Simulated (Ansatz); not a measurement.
We consider PbSe (Cmcm, No. 63, 4 atoms in the cell; start mp-1063670; high-pressure phase), described by r²SCAN0 (plane waves, PAW; Ansatz, a quantum-chemistry and plane-wave program).

Settings: plane-wave cutoff 520 eV, 6×6×6 k mesh, Fermi–Dirac smearing 0.01 eV, scalar-relativistic PAW data made under PBE.

Cell (relaxed at this level):

```
CELL_PARAMETERS angstrom
      2.15316    -6.11851     0.00000
      2.15316     6.11851     0.00000
      0.00000     0.00000     4.42986
ATOMIC_POSITIONS crystal
  Pb 0.63201 0.36799 0.75000
  Pb 0.36799 0.63201 0.25000
  Se 0.85897 0.14103 0.75000
  Se 0.14103 0.85897 0.25000
```

Task: Predict the band gap and direct gap at Γ.

Result: 
* **band gap**: 2.31 eV
* **direct gap at Γ**: 6.57 eV

Note: the relaxation could not lower the start's symmetry, so the cell can be a saddle point above a distorted one; the cell has widely spaced layers and the level no dispersion term, so their spacing and the moduli can rest on weak binding.

Spin–orbit coupling is not included; with these elements it can move the gap by several tenths of an eV or more.

The computed numbers hold no vibrational or temperature effects.

It cost very roughly 2.2 core-hours of CPU time.

A start named mp-… is a Materials Project structure, which need not be a measured phase.
